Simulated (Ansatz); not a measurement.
**Short convergence ladders for Au (Fm-3m, 1 atom in the cell)**

```
CELL_PARAMETERS angstrom
      0.00000     2.03388     2.03388
      2.03388     0.00000     2.03388
      2.03388     2.03388     0.00000
ATOMIC_POSITIONS crystal
  Au 0.00000 0.00000 0.00000
```

Base method: PBEsol, default PAW files made with PBE (plane waves; Ansatz, a program for electronic structure).

Base settings: basis.ecutwfc = 30.9 Ry; kpoints.mp_grid.grid = 14 14 14; hamiltonian.xc = pbesol; hamiltonian.pseudopotentials = {kind: paw} (the program's default PAW files); scf.occupations.method = fermi_dirac; scf.occupations.width = 0.0073 Ry.

The count of work is k-points × plane waves × bands × iterations; it is no time. 

**The q mesh of the phonons**

In this ladder: kpoints.mp_grid.grid = 12 12 12; phonons.method = dfpt.

Only quantities that move along the ladder and can be compared are tabulated.

Thermal sums run over frequencies interpolated from this q mesh.

| phonons.qmesh | zero-point energy (meV/atom) | vibrational free energy at 300 K (meV/atom) |
|---|---|---|
| 2 2 2 | 17.91 | -64.56 |
| 3 3 3 | 17.28 | -67.49 |
| 4 4 4 | 17.17 | -68.80 |
| 6 6 6 | 17.16 | -68.81 |

Coarsest phonons.qmesh that holds the zero-point energy within 0.5 meV/atom of the last step, with all finer ones: 3 3 3; the step before is off by 0.74 meV/atom.

Coarsest phonons.qmesh that holds the vibrational free energy at 300 K within 2 meV/atom of the last step, with all finer ones: 3 3 3; the step before is off by 4.3 meV/atom.

**The size of a vacancy's supercell**

On Au (Fm-3m, 2 atoms in the cell), and larger cells.

Steps: 2 x 1 x 1 supercell, one Au atom taken out, nothing relaxed; 2 x 2 x 1 supercell, one Au atom taken out, nothing relaxed; and so on, with the mesh thinned in proportion.

Only quantities that move along the ladder and can be compared are tabulated.

```csv
atoms,unrelaxed vacancy energy (eV),count of work / last
2,0.658,0.080
4,0.642,0.29
8,0.485,0.18
12,0.625,1.4
18,0.672,2.4
27,0.601,1.0
```

Smallest size that holds the unrelaxed vacancy energy within 0.1 eV: not settled: the last two steps still differ by 0.071 eV, over half the tolerance, so the ladder does not show it.

On the base run: the starting cell has typed, rounded lattice constants, without a prior relaxation at this level. Its lattice was rescaled by up to half a per cent.

Left out of this page: 1 run of the series stopped by limits of time or memory.

Keys are those of Ansatz 0.2.
